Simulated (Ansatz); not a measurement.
Thermal expansion of Ir (fcc (Cu type), Fm-3m)

Method: quasi-harmonic lattice dynamics, PBEsol density-functional theory in Ansatz (plane waves, PAW); phonon mesh 4×4×4, k mesh 16×16×16. Spin-orbit coupling is not included. The pressure is 30 GPa. The structure is held there; whether it is the stable one at that pressure was not tested.

```
T (K)  α_L (10⁻⁶/K)  C_P (J/mol/K)  bulk modulus B_T (GPa)     γ
-----  ------------  -------------  ----------------------  ----
100             2.8           16.0                     525  2.22
200             4.1           22.6                     522  2.25
300             4.4           24.4                     518  2.26
400             4.6           25.3                     514  2.26
500             4.7           25.8                     510  2.26
600             4.8           26.3                     506  2.26
700             4.9           26.7                     502  2.26
800             5.0           27.0                     498  2.27
900             5.1           27.4                     494  2.27
1000            5.1           27.8                     490  2.27
```

```json
{
 "conventional lattice constants at 300 K": "a = 3.753 Å",
 "entropy at 300 K": "32.8 J/(mol K)",
 "adiabatic bulk modulus at 300 K": "523 GPa",
 "bulk_modulus_without_vibrations": "530 GPa",
 "zero_point_volume_expansion": "0.17 %"
}
```

The crystal is held in this phase throughout; melting and phase transitions are not modelled.

The PAW data sets were generated under PBE and serve the other functionals too.

Ansatz is a first-principles code.
